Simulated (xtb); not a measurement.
xtb 6.7.1, GFN1-xTB: [CH3][Al]([CH3])[O][SiH2][O][Al]([CH3])[CH3], 23 atoms. The geometry is a generated start, not checked to be a minimum at this level.

```yaml
method: GFN1-xTB
"--acc": 1 (default)
"--etemp (K)": 300 (default)
detailed input (--input): "none: ANC optimiser, Lindh (1995) Hessian, microcycle=20, maxdispl=1.0, hlow=0.01 (default)"
basis_functions: 82
valence_electrons: 52
```

```xyz
23

Al     2.6730     0.0207     0.0357
C      2.8648    -1.9594     0.1938
C      3.8321     1.4324     0.8391
O      1.3575     0.5727    -0.8593
Si     0.0366     1.0671    -1.6688
O     -1.3043     0.5471    -0.9130
Al    -2.6481    -0.0207    -0.0695
C     -3.7925     1.3920     0.7554
C     -2.9335    -1.9960    -0.0245
H      3.8615    -2.2694     0.5158
H      2.1544    -2.3747     0.9155
H      2.6550    -2.4525    -0.7606
H      3.3571     1.8961     1.7085
H      4.0222     2.2425     0.1274
H      4.7991     1.0502     1.1718
H      0.0711     0.4492    -2.9944
H      0.0230     2.5293    -1.6445
H     -4.5969     0.9882     1.3739
H     -4.2595     2.0116    -0.0165
H     -3.2103     2.0773     1.3807
H     -2.9908    -2.4137    -1.0347
H     -2.1141    -2.5220     0.4765
H     -3.8577    -2.2680     0.4917
```

The structure is relaxed from this start with --opt LEVEL for the levels crude, sloppy, loose, lax, normal, tight, vtight, extreme, once each. Up to the end of the extreme run atoms move by at most 2.5 Å along an axis.

Q: What is the loosest level that ends within 5 meV of the extreme run, and how many cycles does it take?

A: vtight: 185 cycles against 294, ending 2.7 meV above.

```tsv
level	cycles	energy above the extreme run (meV)	gradient norm (eV/Å)
crude	4	27	0.31
sloppy	5	26	0.15
loose	6	25	0.063
lax	6	25	0.063
normal	19	19	0.026
tight	61	9.9	0.041
vtight	185	2.7	0.0039
extreme	294	—	0.0012
```
